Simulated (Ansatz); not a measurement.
An Ansatz (a program for electronic structure) run: Ru with a change (uniaxial strain ε_zz = +1.00 %); PBE (Ansatz), no SOC.

Input:

Ansatz 0.2 input:
```yaml
crystal:
  lattice:
    - [2.7219140868, 0, 0]
    - [-1.3609570434, 2.3572467461, 0]
    - [0, 0, 4.3369218359]
  atoms:
    - { symbol: Ru, position: [0.6666666667, 0.3333333333, 0.75] }
    - { symbol: Ru, position: [0.3333333333, 0.6666666667, 0.25] }
basis: { ecutwfc: 420, ecutrho_ratio: 4, xc_grid: 2, fft_grid_basis: typed }
kpoints: { mp_grid: { grid: [24, 24, 14] } }
hamiltonian:
  xc: pbe
  dispersion: none
  pseudopotentials: { kind: paw }
scf: { occupations: { method: fermi_dirac, width: 0.1 }, convergence: { dr2_threshold: 0.0000000002 } }
relax: { f_tol: 0.005, max_steps: 50 }
output: { forces: true, stress: true }
checkpoint: { write: state.ck, write_every: 1000 }
```

Output:

```
Relaxation: its limit of steps is 50 (relax.max_steps)
WARN ansatz: RAYON_NUM_THREADS=1 ignored (pool sized by the plan → 1); use --threads N
Pseudopotentials: kind: paw
Pseudopotential: Ru, paw, valence charge 16
Functional definition: PBE
Crystal: 2 atoms, lattice volume = 27.827 Å³
Basis set: ecut = 420 eV, 549 PW (Γ), exchange–correlation on 40×40×60 points (8 copies of the dense FFT grid, shifted against one another)
Bands: 20, of which v1, the nominal top of the filled ones, is band 16 counted from 1 (15 counted from 0)
Symmetry: 24 space group operations
Space group: P63/mmc (ITA 194), of the structure as read, at distance tolerance 3.0e-5 Å
k-points: 488 of 8064
Initial density: superposition of atomic densities (neutral atoms: chi_scale 0, normalization atom), corrected by the library's trained network
Initial wavefunctions: pseudopotential atomic-orbital guess
Eigensolver: davidson
Functional: x = pbe(κ = 0.804, μ = 0.2195149727645171), c = pbe(β = 0.06672455060314922)
SCF iter   1: F=—  HF=-11757.395759 eV  |F-HF|=—  |Δ(HF+E_count)|=         —  Δρ=6.25e-3  dr2=2.14e-3  ethr=1.77e-3  ⟨swp⟩=5.0  Hψ=89324  notcnv=0  defer=86
all-band conjugate gradients solve this SCF's bands
automatic band count: the SCF goes on with 24 bands, as 20 were too few: the levels above may hold too much charge
preconditioner: auto → none
SCF iter   2: F=—  HF=-11757.397712 eV  |F-HF|=—  |Δ(HF+E_count)|=   1.95e-3  Δρ=3.66e-3  dr2=7.71e-4  ethr=6.69e-6  ⟨swp⟩=2.0  Hψ=19862  notcnv=0  defer=121
SCF iter   3: F=—  HF=-11757.398825 eV  |F-HF|=—  |Δ(HF+E_count)|=   1.11e-3  Δρ=2.89e-4  dr2=7.90e-6  ethr=2.41e-6  ⟨swp⟩=2.1  Hψ=15243  notcnv=0  defer=121
SCF iter   4: F=—  HF=-11757.398793 eV  |F-HF|=—  |Δ(HF+E_count)|=   3.22e-5  Δρ=1.23e-4  dr2=7.67e-7  ethr=2.47e-8  ⟨swp⟩=2.0  Hψ=19151  notcnv=0  defer=121
SCF iter   5: F=—  HF=-11757.398794 eV  |F-HF|=—  |Δ(HF+E_count)|=   1.28e-6  Δρ=4.76e-5  dr2=7.66e-8  ethr=2.40e-9  ⟨swp⟩=2.9  Hψ=19161  notcnv=0  defer=121
SCF iter   6: F=—  HF=-11757.398795 eV  |F-HF|=—  |Δ(HF+E_count)|=   2.14e-7  Δρ=1.69e-6  dr2=4.11e-10  ethr=2.40e-10  ⟨swp⟩=2.7  Hψ=18185  notcnv=0  defer=121
SCF iter   7: F=-11757.398795 eV  HF=-11757.398795 eV  |F-HF|=0.00e0  |Δ(HF+E_count)|=  1.56e-10  Δρ=4.47e-7  dr2=1.40e-11  ethr=1.00e-12  ⟨swp⟩=4.0  Hψ=37481  notcnv=0
SCF 1 converged in 7 iterations: F = -11757.398795 eV  dr2 = 1.40e-11
relax step   1: F+E_penalty+E_count = -11757.39879470 eV  Δ(F+E_penalty+E_count) = +0.000e0 eV  max|allowed force component| = 5.782e-17 eV/Å  Δτ_max = 0.0000 Å  (7 SCF iters, accepted)
the relaxation is at rest under the 24 symmetry operations that the run kept from its start: a minimum is not shown …
SCF converged after 7 iterations
Free energy (F): -11757.398795 eV
Harris-Foulkes:  -11757.398795 eV  (|F-HF|=0.00e0)
Internal energy: -11757.340612 eV  (E = F + TS)
E sigma→0 (E₀):  -11757.369703 eV
Entropy (-TS):   -0.058183 eV (-29.091 meV/atom)
Fermi energy:    22.836250 eV
--- Per-component energies (eV) ---
  E_band       = -126.067185
  E_kinetic    = 1026.797035
  E_local      = -2565.864357  (includes V_loc(G=0)·N_el)
  E_nonlocal   = 685.775695
  E_hartree    = 824.056914
  E_xc         = -380.668828
  E_vxc        = -477.876428  (∫ρ·V_xc dr)
  E_paw        = -6921.248597  (= ΣΔE_a)
  E_vpaw       = -443.012549  (= ΣTr[D̂ρ^β])
  E_aug_tail   = -0.000373  (compensation charges beyond the density's cutoff)
  E_ewald      = -4426.188102
  E_smearing   = -0.058183  (= −TS)
  E_closure    = 0.000000  (closes the sum)
  Σ components = -11757.398795   (vs F -11757.398795, Δ=0.00e0)
  [band-id]    e_kinetic+e_local+e_nonlocal+2·e_hartree+e_vxc+e_vpaw+e_augmentation_tail = -126.067147   (vs E_band -126.067185, Δ=3.85e-5)
--- Forces (eV/Å), atoms counted from 1 ---
  atom   1  Ru     0.00000000     0.00000000     0.00000000
  atom   2  Ru    -0.00000000    -0.00000000     0.00000000
  max |Σ_I F_I| component: 4.63e-18 eV/Å
--- Stress (GPa, compression-positive) ---
       -1.620753       0.000000      -0.000000
        0.000000      -1.620753       0.000000
       -0.000000       0.000000      -6.099021
  P = ⅓ Tr σ = -3.1135 GPa (-31.135 kbar)
  The stress holds the Pulay correction. Without it, at fixed plane waves, as pw.x and ABINIT print it: P = -3.1815 GPa
  The stress includes an estimate of the error left by incomplete SCF convergence (largest component -0.0004 GPa).
--- Band table ---
  band table: none
--- Relaxed structure (1 steps of the walk, 1 accepted, 0 SCFs on fresh bases) ---
  F+E_penalty+E_count = -11757.39879470 eV   max|allowed force component| = 5.782e-17 eV/Å
  atoms:
    - { symbol: Ru, position: [0.6666666666666666, 0.3333333333333333, 0.75] }
    - { symbol: Ru, position: [0.3333333333333333, 0.6666666666666666, 0.25] }
```

No phonon test of stability was made. The final runs are not spin-polarised. The cell was made from Ru in the hcp (Mg type) structure (space group P6_3/mmc, No. 194) by this change: uniaxial strain ε_zz = +1.00 %.
